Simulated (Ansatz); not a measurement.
## IrO2 with two functionals, pressure 0.7 GPa

Start from IrO2 in the rutile structure (space group P4_2/mnm, No. 136; a = 4.529 Å, c = 3.180 Å).

(Cell as relaxed with PBE.)

Levels (all Ansatz, a quantum-chemistry and plane-wave program, PAW, earlier PAW set): PBE (420 eV, no spin-orbit coupling); PBEsol (420 eV, no spin-orbit coupling).

Each level relaxes its own structure.

```json
[
 {"base": "volume per atom", "PBE": "10.87 Å³", "PBEsol": "10.51 Å³"},
 {"base": "lattice parameter a", "PBE": "4.529 Å", "PBEsol": "4.472 Å"},
 {"base": "band gap", "PBE": "zero", "PBEsol": "zero"}
]
```

Now apply this change: a hydrostatic pressure of 0.7 GPa.

| quantity | PBE | PBEsol |
|---|---|---|
| c/a ratio | 0.702 | 0.706 |
| shortest interatomic distance | 1.974 Å | 1.951 Å |

PBE's c/a ratio lies 0.0032 below PBEsol's; PBE's shortest interatomic distance lies 0.023 Å above PBEsol's (1.2 %). Neither level is exact; PBEsol is the comparison here, not a measurement.

Load acts through the strain it causes; cell and atoms are relaxed under it. No phonon test of stability was made. No Hubbard U is applied, and correlation can decide whether such a compound is a metal. All final runs are without spin polarisation.
